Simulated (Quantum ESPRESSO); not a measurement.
**Pressure against volume in rock-salt MgO (space group 225) (Quantum ESPRESSO, LDA)**

```
CELL_PARAMETERS angstrom
      0.00000     2.02313     2.02313
      2.02313     0.00000     2.02313
      2.02313     2.02313     0.00000
ATOMIC_POSITIONS crystal
  Mg 0.00000 0.00000 0.00000
  O  0.50000 0.50000 0.50000
```

Level of theory: LDA (PZ), GBRV 1.5 ultrasoft (LDA) pseudopotentials (plane waves; Quantum ESPRESSO). Settings: ecutwfc = 52 Ry; ecutrho = 260 Ry; occupations = smearing; smearing = fd; degauss = 0.000734986 Ry; potentials = {Mg: mg_lda_v1.4.uspp.F.UPF, O: o_lda_v1.2.uspp.F.UPF}; K_POINTS = automatic 14 14 14 0 0 0; conv_thr = 1e-10 Ry; mixing_beta = 0.3. The cell above is the first row's. The rows scale it uniformly. In all rows fractional positions and the k mesh are held.

| V (Å^3/atom) | P (GPa) |
|---|---|
| 8.281 | 17.31 |
| 8.461 | 12.34 |
| 8.641 | 7.84 |
| 8.821 | 3.79 |
| 9.001 | 0.13 |
| 9.181 | -3.17 |
| 9.361 | -6.15 |
| 9.541 | -8.85 |
| 9.721 | ? |

Taking a cubic for P over the 8 complete rows: With u = V - 8.9, the rows have u = -0.6190, -0.4390, -0.2590, -0.0790, 0.1010, 0.2810, 0.4610, 0.6410. Least squares gives P = 2.135 - 20.441·u + 5.880·u² - 1.134·u³. Residuals (row less fit): 0.000, 0.002, -0.003, 0.003, 0.001, 0.000, 0.000, 0.000; standard error 0.003 (degrees of freedom: 4). The fitted pressure is zero at V0 = 9.008, where dP/dV = -19.21, so B0 = -V0·dP/dV = 173 GPa.

Q: What does the fit predict for P at V = 9.721, and how far is the calculated value from it?

A: u = 0.8210, so P = 2.135 - 20.441 × 0.8210 + 5.880 × 0.8210² - 1.134 × 0.8210³ = -11.311 GPa. The calculation gives -11.28 GPa, 0.031 GPa above the prediction (0.1 % of the range of P in the table). The row lies outside the fitted rows, so this is an extrapolation. From the scatter of the fitted rows alone, a prediction at this place has a standard error of 0.007 GPa, so the miss is 4.6 times that.

Carrying the step between the two nearest rows on in a straight line would have given -11.55, off by 0.27; series whose last step already gives the withheld value aren't shown. The scan was laid around a cell of about the measured size, scaled by a guess for this functional. The runs keep the symmetry of the cell, so they don't test it for distortions. Cutoffs and mesh are single choices, not tested for convergence of this quantity. Series with a scatter that would blur these digits, or in which a gap closes, are not shown.

Terms beyond the fitted order, or numerical noise in single rows, can give a miss of this size; the table doesn't tell which.
